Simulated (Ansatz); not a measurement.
**1T (CdI2-type) MgI2**

Computed with r²SCAN+rVV10 (PAW; Ansatz, a program for electronic structure).

Numerical settings: plane-wave cutoff 500 eV, 12×12×6 k mesh (along the axes of the cell as run), gaussian smearing 0.02 eV, scalar-relativistic PAW data made under PBE.

Cell (relaxed at this level):

Space group P-3m1 (No. 164); a = b = 4.1541 Å, c = 6.8787 Å, α = β = 90.00°, γ = 120.00°

```json
[
 {"atom": "Mg", "site": "1a", "symmetry": "-3m.", "x": "0.0000", "y": "0.0000", "z": "0.0000"},
 {"atom": "I", "site": "2d", "symmetry": "3m.", "x": "0.3333", "y": "0.6667", "z": "0.2426"}
]
```

| Property | Value |
|---|---|
| equilibrium volume per atom | 34.27 Å³/atom |
| lattice constant a | 4.154 Å |
| c axis length | 6.879 Å |

Measured, for comparison: lattice constant a 4.14 Å, lattice parameter c 6.88 Å (temperature not stated, copied from a table, unchecked, no zero-point or thermal correction; as tabulated in Crystal Structures 1, 239 (1963)). Computed (rounded) less measured: lattice constant a not scored (unchecked), lattice parameter c not scored (unchecked).

Spin–orbit coupling is not included.

Computed values are for the static lattice.

It cost around 4 core-minutes (rough) of CPU time.
